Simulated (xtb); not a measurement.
xtb 6.7.1, GFN1-xTB: Co(OMe)(amdMe)(NH3)2 (C[O][Co]1(<-[NH3])(<-[NH3])[N](C)C(C)=[N]->1C), charge 0, multiplicity 4, 29 atoms. The geometry is a generated start, not checked to be a minimum at this level.

```yaml
method: GFN1-xTB
"--acc": 1 (default)
"--etemp (K)": 300 (default)
detailed input (--input): "none: ANC optimiser, Lindh (1995) Hessian, microcycle=20, maxdispl=1.0, hlow=0.01 (default)"
basis_functions: 86
valence_electrons: 73
```

```xyz
29

Co     0.3058     0.9744    -0.3238
O     -1.3339     1.8022    -0.8028
C     -2.4812     1.2869    -1.3406
H     -3.3019     1.3051    -0.6010
H     -2.8031     1.8950    -2.2067
H     -2.3702     0.2479    -1.6875
C     -0.1160    -2.5915     1.4073
C      0.1392    -1.2879     0.6902
N      0.4219    -0.1606     1.3330
C      0.4283    -0.1312     2.7730
N      0.1231    -1.1536    -0.6158
C     -0.2744    -2.2343    -1.4772
H      0.0719    -3.4379     0.7525
H     -1.1543    -2.6336     1.7375
H      0.5256    -2.6768     2.2814
H      0.5082     0.9026     3.1053
H     -0.4894    -0.5519     3.1995
H      1.2823    -0.6854     3.1830
H     -0.3308    -1.8584    -2.4997
H      0.4557    -3.0580    -1.4592
H     -1.2581    -2.6469    -1.2121
N      0.9433     2.9837     0.5090
H      1.0937     2.9361     1.5078
H      0.0417     3.4158     0.3388
H      1.6666     3.5527     0.0898
N      1.8229     0.9899    -1.9617
H      2.2062     0.0514    -1.9477
H      2.5817     1.6602    -1.9529
H      1.2952     1.1041    -2.8198
```

Charge 0 and multiplicity 4 are set for this test and not shown to be the ground state. GFN-xTB has no spin term: --uhf 3 sets the occupations alone.

The structure is relaxed from this start with --opt LEVEL for the levels crude, sloppy, loose, lax, normal, tight, vtight, extreme, once each. Up to the end of the extreme run atoms move by at most 0.49 Å along an axis.

What is the loosest level that ends within 1 meV of the extreme run, and how many cycles does it take?

tight: 36 cycles against 54, ending 0.13 meV above.

```tsv
level	cycles	energy above the extreme run (meV)	gradient norm (eV/Å)
crude	4	25	0.29
sloppy	7	14	0.12
loose	14	3.6	0.11
lax	17	2.2	0.045
normal	19	1.8	0.043
tight	36	0.13	0.016
vtight	53	under 0.01	0.0023
extreme	54	—	0.0021
```
